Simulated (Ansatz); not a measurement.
Structures of equal composition on the (111) surface of fcc Ir: a layer of Mo in place of the second plane; a layer of Mo in place of the third plane. The slabs share one bottom face, and each structure is named by its start. These are constructed structures in small cells; real faces may alloy, dewet or reconstruct in larger ones, and not all known structures of the face are among them. Slabs of about 11 Å, Fermi-Dirac smearing of 0.1 eV. Bottom of the slabs: a bare face, its two planes held. Relaxed from the named starts with such symmetry as they have, on meshes of like density; energies extrapolated to zero smearing; spin only where a row says so; no spin-orbit coupling, no U. Brackets mark spin-polarised runs, whose order is one that fits the cell.

These are PBE (plane waves to 420 eV, PAW; Ansatz, a quantum-chemistry and plane-wave program) values and carry that method's errors.

Q: Put the candidates in order of energy per 1x1 cell, lowest first, for PBE.

A: a layer of Mo in place of the second plane (0.000 eV), a layer of Mo in place of the third plane (0.489 eV)
